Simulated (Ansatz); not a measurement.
Where the default PAW files enter, the runs use the earlier of Ansatz's two default sets.

The decay constant κ of evanescent states in the gap governs leakage through a thin film.

Given:

```
CELL_PARAMETERS angstrom
      3.40772     0.00000     0.00000
      0.00000     3.40772     0.00000
      1.70386     1.70386     2.40963
ATOMIC_POSITIONS crystal
  B  0.75000 0.25000 0.50000
  As 0.00000 0.00000 0.00000
```

Space group of this cell: F-43m, zinc blende. The cell is taken as given; by LDA its mean pressure is -7.2 GPa.

Transport runs along the normal of the first two printed cell vectors, the (001) plane of the conventional cell.

No gap correction and no spin-orbit coupling; mid-gap values are interpolated between computed energies.

Question: Estimate the band gap and the smallest decay constant κ at mid-gap that LDA run with Ansatz (a quantum-chemistry and plane-wave program) returns for this system.

Answer: Gap 1.16 eV on a 12×12×12 mesh; κ = 0.168 1/Å, at the zone centre.
